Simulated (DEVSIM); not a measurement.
Device: In0.53Ga0.47As n-i-p diode, at 300 K.

Layer 1 from the left is In0.53Ga0.47As, thickness (μm) 1.20, Nd (cm⁻³) 1e17, τn (s) 1.1e-9, τp (s) 1.1e-9. Layer 2 from the left is In0.53Ga0.47As, thickness (μm) 8.60, Na (cm⁻³) 1.4e11, τn (s) 1.1e-9, τp (s) 1.1e-9. Layer 3 from the left is In0.53Ga0.47As, thickness (μm) 2.90, Na (cm⁻³) 1.4e17, τn (s) 1.1e-9, τp (s) 1.1e-9.

Left contact: ohmic. Right contact: ohmic. Voltage is applied to the left contact. Recombination: SRH at mid-gap, Auger. Mobility is constant in doping.

This is a model device: material constants are rounded textbook-type values typed into the input, and sizes, dopings and lifetimes were drawn at random. Values at 300 K.

In0.53Ga0.47As: gap (eV) 0.74, affinity (eV) 4.51, permittivity 13.9, Nc (cm⁻³) 2.1e17, Nv (cm⁻³) 7.7e18, μn (cm²/Vs) 12000, μp (cm²/Vs) 300, Cn (cm⁶/s) 5e-29, Cp (cm⁶/s) 5e-29.

Model (solved in DEVSIM): 1D drift-diffusion, Boltzmann statistics, complete ionisation; no tunnelling, impact ionisation, image-force lowering or self-heating.

What does the simulation give for the dark forward voltage at 100 A/cm², the potential step across the device at zero bias?

dark forward voltage at 100 A/cm² 0.543 V; potential step across the device at zero bias 0.617 V.
